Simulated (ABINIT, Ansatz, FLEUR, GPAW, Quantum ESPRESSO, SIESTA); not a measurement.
## Code comparison for Mo2C (P-3m1, 3 atoms in the cell)

Self-consistent single point.

```yaml
crystal:
  lattice:
    - [3.12573, 0.00000, 0.00000]
    - [-1.56286, 2.70696, 0.00000]
    - [0.00000, 0.00000, 4.74473]
  atoms:
    - { symbol: Mo, position: [0.33333, 0.66667, 0.24977] }
    - { symbol: Mo, position: [0.66667, 0.33333, 0.75023] }
    - { symbol: C, position: [0.00000, 0.00000, 0.50000] }
```

All programs got the same cell, k-point mesh and kind of occupations (in Ansatz's words: kpoints.mp_grid.grid = 14 14 8; scf.occupations.method = gaussian; scf.occupations.width = 0.1 eV); potentials, basis and cutoffs are each program's usual ones.

```json
[
 {"code": "Quantum ESPRESSO", "model": "PBEsol, GBRV 1.5 ultrasoft (PBESOL) pseudopotentials", "pressure (GPa)": "-23.50", "largest force (eV/Å)": "0.758", "k-points": "168", "cutoff": "40 Ry"},
 {"code": "ABINIT", "model": "PBEsol, norm-conserving pseudopotentials (PseudoDojo nc-sr-04 PBEsol standard)", "pressure (GPa)": "-22.65", "largest force (eV/Å)": "0.714", "k-points": "168", "cutoff": "1116 eV"},
 {"code": "GPAW", "model": "PBEsol, GPAW PAW datasets PBEsol (made by gpaw-setup)", "pressure (GPa)": "–", "largest force (eV/Å)": "0.744", "k-points": "168", "cutoff": "900 eV"},
 {"code": "Ansatz", "model": "PBEsol, PAW files made with PBE", "pressure (GPa)": "-23.10", "largest force (eV/Å)": "0.745", "k-points": "168", "cutoff": "420 eV"},
 {"code": "SIESTA", "model": "GGA PBEsol, numerical atomic orbitals DZP, PseudoDojo PBEsol standard norm-conserving potentials (rewritten from UPF to PSML)", "pressure (GPa)": "-22.73", "largest force (eV/Å)": "0.392", "k-points": "851", "cutoff": "grid 400 Ry"},
 {"code": "FLEUR", "model": "PBEsol, all-electron FLAPW (FLEUR), scalar-relativistic valence", "pressure (GPa)": "–", "largest force (eV/Å)": "0.750", "k-points": "168", "cutoff": "Kmax 4.5 1/bohr"}
]
```

A dash marks a value that a program does not give, or that is left out as unsure.

The spread over the programs that give each value: pressure within 0.85 GPa; largest force within 0.366 eV/Å.

The starting cell comes from a database of computed structures (which also holds hypothetical and non-ambient phases and stackings), without a prior relaxation at this level. Its lattice was rescaled by a random factor within 2.5 % of one. On Ansatz's run: Spin polarisation is off. In the base run, with a pressure of about -23 GPa the cell is away from its equilibrium volume at this level.

### Question
Why do the programs differ, and what cannot be compared?

### Answer
Differences of this kind can come from the potentials, where these differ, and from what each basis and cutoff leave unconverged. The zero of total energies and Fermi levels follows the potentials and each program's conventions, so they are not compared here. SIESTA uses small atom-centred bases, whose incompleteness enters pressures, forces and empty levels differently from a plane-wave cutoff. FLEUR treats all electrons, but the usual bases taken here (sphere radii, linearisation, local orbitals, empty states) were not tested for convergence, so the values are no reference for the others. Ansatz's pressure is given at a fixed set of plane waves, as the other plane-wave codes print theirs; with its correction for the finite basis it is -23.01 GPa. The pressure of GPAW is left out: its cutoff lies under the one at which its stress was checked. The programs reduce the same mesh by symmetry to different extents, which changes the work and not the result. In the force vectors, SIESTA (by 0.352) lies more than 0.08 eV/Å from the median of the plane-wave programs.

Left out of this page: Elk (not drawn, or without a comparable value).

Ansatz is a quantum-chemistry and plane-wave program.

Keys are those of Ansatz 0.2.
